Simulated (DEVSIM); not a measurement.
Structure: GaP/Si n-p heterojunction, at 300 K.

| layer (left to right) | material | thickness (μm) | Nd (cm⁻³) | Na (cm⁻³) | τn (s) | τp (s) |
|---|---|---|---|---|---|---|
| 1 | GaP | 0.0670 | 1.4e16 | - | 2e-7 | 2e-7 |
| 2 | Si | 0.220 | - | 4.8e14 | 2e-7 | 2e-7 |

Left contact: ohmic. Right contact: ohmic. Voltage is applied to the left contact. Recombination: SRH at mid-gap, radiative, Auger. Mobility is constant in doping.

Constants are typed, rounded textbook-type inputs, not results; the design itself was drawn at random and stands for no fabricated device. Values at 300 K.

| parameter | GaP | Si |
|---|---|---|
| gap (eV) | 2.26 | 1.124 |
| affinity (eV) | 3.8 | 4.05 |
| permittivity | 11.1 | 11.7 |
| Nc (cm⁻³) | 1.8e19 | 2.86e19 |
| Nv (cm⁻³) | 1.9e19 | 3.1e19 |
| μn (cm²/Vs) | 250 | 1417 |
| μp (cm²/Vs) | 150 | 470 |
| B (cm³/s) | 1e-13 | 4.7e-15 |
| Cn (cm⁶/s) | 1e-30 | 2.8e-31 |
| Cp (cm⁶/s) | 1e-30 | 9.9e-32 |

Simulated with DEVSIM: 1D drift-diffusion, Boltzmann statistics, complete ionisation; no tunnelling, impact ionisation, image-force lowering or self-heating. Band offsets follow the typed affinities; no thermionic-emission limit at abrupt steps, no polarisation charge.

Task: Tabulate band edges, carrier densities and field at zero bias.

Result: Energies count from the Fermi level of the right contact; mesh points crowd at the junctions.

```tsv
x (μm)	Ec (eV)	Ev (eV)	n (cm⁻³)	p (cm⁻³)	field (V/cm)
0.000	0.185	-2.075	1.4e16	< 1e2	28000
0.002928	0.193	-2.067	1.0e16	< 1e2	28000
0.007375	0.205	-2.054	6.4e15	< 1e2	28000
0.01413	0.225	-2.035	3.0e15	< 1e2	29000
0.02888	0.270	-1.990	5.3e14	< 1e2	32000
0.04302	0.317	-1.943	8.4e13	< 1e2	35000
0.05245	0.352	-1.908	2.2e13	< 1e2	37000
0.06108	0.385	-1.875	6.2e12	< 1e2	39000
0.06503	0.401	-1.859	3.4e12	< 1e2	40000
0.06762	0.161	-0.963	5.7e16	2000	38000
0.07100	0.173	-0.951	3.5e16	3300	36000
0.07882	0.200	-0.924	1.3e16	9300	33000
0.08887	0.232	-0.892	3.6e15	32000	32000
0.1049	0.283	-0.841	5.1e14	230000	31000
0.1421	0.398	-0.726	5.9e12	2.0e7	31000
0.1856	0.532	-0.592	3.3e10	3.5e9	31000
0.2228	0.645	-0.479	4.2e8	2.7e11	30000
0.2486	0.723	-0.401	2.1e7	5.6e12	30000
0.2688	0.783	-0.341	2000000	5.8e13	30000
0.2775	0.809	-0.315	730000	1.6e14	30000
0.2829	0.825	-0.299	390000	3.0e14	30000
0.2870	0.838	-0.286	240000	4.8e14	30000
```
